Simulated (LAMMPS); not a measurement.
Consider Cr (bcc), 4394 atoms, at 1310 K and 5 GPa, heated as the crystal in molecular dynamics.

Computed with classical MD, pair style eam/cd, file FeCr.cdeam (LAMMPS).

Starting crystal:

```
Cr
1.0
    2.88000     0.00000     0.00000
    0.00000     2.88000     0.00000
    0.00000     0.00000     2.88000
Cr
2
Cartesian
  0.00000   0.00000   0.00000
  1.44000   1.44000   1.44000
```

### Question
Give the state found, the coordination number, the first peak of g(r), the density, the most common Cr-Cr-Cr angle as this potential yields it.

### Answer
state found: crystal; no diffusion seen in 30 ps; coordination number: 14.0 (counted to 3.50 Å); first peak of g(r): 2.49 Å, height 3.6; density: 7.1880 ± 0.0003 g/cm³; most common Cr-Cr-Cr angle: at the 3° bin centred on 55.5°, after smoothing over three bins (mean of all 96°).

Caution: a run this short can hold a crystal over, or a liquid under, the potential's own melting point, which these runs don't give.
